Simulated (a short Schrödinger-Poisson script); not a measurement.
System: single InAs/In0.52Al0.48As quantum well.

```tsv
layer	material	thickness (nm)
1	In0.52Al0.48As	20
2	InAs	8
3	In0.52Al0.48As	20
```

The device is made up for the run: typed textbook-type constants, with dimensions and the other settings drawn at random. InAs: direct gap (eV) 0.45, conduction-band edge (eV) 0, electron mass (mₑ) 0.03, heavy-hole mass 0.35, light-hole mass 0.035. In0.52Al0.48As: direct gap (eV) 1.45, conduction-band edge (eV) 0.75, electron mass (mₑ) 0.075, heavy-hole mass 0.41, light-hole mass 0.09.

The valence-band edge of each layer lies one gap below its conduction-band edge. The electron's potential energy rises along the stack by the applied field. Mesh 0.03 nm at interfaces.

Task: Estimate e1 and hh1 for infinitely high walls at zero field, and compare with the finite well.

Result: ħ²π²/(2mL²) gives 195.8 meV for the electron and 16.8 meV for the heavy hole. The finite well gives 87.4 and 12.1 meV, 0.45 and 0.72 of the estimates, as the states reach into the barriers (4 % of e1 lies outside the well).

From a short Schrödinger-Poisson script (our own, NumPy): one-band effective-mass equation with BenDaniel-Duke matching, electrons, heavy and light holes apart, hard walls at the outer ends, one valence edge for both holes (no strain splitting), no charge, excitons, band mixing or non-parabolicity; under a field the levels are quasi-bound states of a box, listed while three quarters of their weight lies within 4 nm of the wells.
